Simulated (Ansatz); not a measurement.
**Carrier properties of BaS (Fm-3m)**

Here is the system:

```
CELL_PARAMETERS angstrom
      0.00000     3.16594     3.16594
      3.16594     0.00000     3.16594
      3.16594     3.16594     0.00000
ATOMIC_POSITIONS crystal
  Ba 0.00000 0.00000 0.00000
  S  0.50000 0.50000 0.50000
```

Computed with PBEsol with spin-orbit coupling, rigid bands (plane waves, PAW; Ansatz, a quantum-chemistry and plane-wave program). Condition of this run: spin-orbit coupling switched on. How the cell was made: cell and atoms relaxed with PBEsol.

```json
{
  "band_gap": "1.99 eV",
  "electron conductivity mass (300 K, dilute)": "0.43 mₑ",
  "hole conductivity mass (300 K, dilute)": "0.91 mₑ",
  "effective density of states N_c (300 K)": "2.8e19 cm⁻³",
  "effective density of states N_v (300 K)": "7.1e19 cm⁻³",
  "density_of_states_mass_electrons": "1.07 mₑ",
  "density_of_states_mass_holes": "2.0 mₑ",
  "Seebeck coefficient, n-type 1e19 cm⁻³, 300 K": "-305 μV/K",
  "best n-type power factor at 300 K for τ = 10 fs (best axis; densities from 1e16 to 1e21 cm⁻³ tried, whether or not they can be reached)": "10.5 μW/(cm·K²) at 1e20 cm⁻³",
  "Seebeck coefficient, p-type 1e19 cm⁻³, 300 K": "434 μV/K"
}
```

Rigid bands; masses and Seebeck coefficients take one relaxation time τ for all states and one kind of carrier; polarons and phonon drag are left out.

Formula and space group known from diffraction (Crystallography Open Database), not checked to be the room-temperature form: BaS (Fm-3m).
